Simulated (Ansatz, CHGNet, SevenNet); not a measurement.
# A15 Nb3Sn (cubic form, which distorts at low temperature): properties by level of theory

Reference values: lattice constant a 5.289 Å (measured, temperature not stated, no zero-point or thermal correction; as tabulated in Priinits et al. (2024), arXiv:2406.00817); formation enthalpy -0.158 ± 0.02 eV/atom (measured, 298 K, copied from a table, unchecked, not corrected to a static lattice; as tabulated in Wang et al. (2021), doi:10.1038/s41598-021-94550-5).

```tsv
level (code)	lattice parameter a (Å)	enthalpy of formation (eV/atom)
CHGNet 0.3.0	5.332	-0.205
SevenNet-0	5.332	…
LDA (Ansatz)	5.221	-0.215
PBE (Ansatz)	5.319	-0.185
PBEsol (Ansatz)	5.259	-0.216
r²SCAN (Ansatz)	5.304	-0.257
```

**Question.** What belongs in the gaps?

**Answer.** 
- SevenNet-0, enthalpy of formation (eV/atom): -0.194

Differences from the reference values (errors of the level alone only where the reference is corrected to a static lattice):

```
level         lattice constant a (%)  formation enthalpy (eV/atom)
------------  ----------------------  ----------------------------
CHGNet 0.3.0                   +0.81                        -0.047
SevenNet-0                     +0.81                        -0.036
LDA                            -1.29                        -0.057
PBE                            +0.57                        -0.027
PBEsol                         -0.57                        -0.058
r²SCAN                         +0.28                        -0.099
```

Nearest: lattice constant a, not ranked (reference at room or unstated temperature); formation enthalpy, not ranked (one source).

Machine-learned potentials (CHGNet 0.3.0, SevenNet-0) are trained on DFT data: a solid inside that data is no test of them.

Caveats: symmetry holds this phase in the static calculation, where it need not be a minimum (LDA, PBE, PBEsol, r²SCAN). Ansatz's density-functional and Hartree–Fock values are scalar-relativistic unless marked +SOC, with PAW data made under PBE.

Differences are worked out from the printed values.

Computed values are for the static lattice.

Ansatz is a quantum-chemistry and plane-wave program.
